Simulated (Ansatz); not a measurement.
The cell is built on a prototype and need not be the phase stable at ambient conditions.

By PBEsol, the system below comes out a metal.

Without scattering a metal conducts by its projected Fermi surface.

Consider the following.

```yaml
crystal:
  lattice:
    - [4.39996, 0.00000, 0.00000]
    - [0.00000, 4.39996, 0.00000]
    - [2.19998, -2.19998, 3.11124]
  atoms:
    - { symbol: Sc, position: [0.25000, 0.25000, 0.50000] }
    - { symbol: Sc, position: [0.50000, 0.50000, 0.00000] }
```

Space group of this cell: Fd-3m, diamond. The cell was relaxed by PBE-D3(BJ).

The current flows along the normal of the first two printed cell vectors. No spin-orbit coupling; the value is a mean over 0.1 eV about the Fermi level.

Task: State the ballistic conductance per area according to PBEsol (Ansatz, a first-principles code).

Result: 0.77 × 10¹⁵ S/m² for both spins.
